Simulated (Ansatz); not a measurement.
Base system: BN in the h-BN type structure (space group P6_3/mmc, No. 194; a = 2.4997 Å, c = 6.5253 Å; layered, stacked along the Cartesian z axis). Axes: x lies along a and z along c of the hexagonal cell.

Method: r2SCAN+rVV10, PAW, 500 eV (Ansatz, an electronic-structure program; spin-orbit coupling left out), earlier PAW set.

It is then changed as follows: the cell is compressed by 2.46 % along z with no lateral relaxation; the atoms relax in the strained cell.

Problem. Predict the stress tensor and what it implies for the stiffness.

Solution. Stress of the strained cell less that of the base (GPa, compression positive):
```
   0.03    0.00    0.00
   0.00    0.03    0.00
   0.00    0.00    1.06
```

Then −Δσ_ii/ε with ε = -0.0246 gives secant stiffness values (nonlinear terms included at this strain): C33 ≈ 43 GPa.

No phonon test of stability was made.
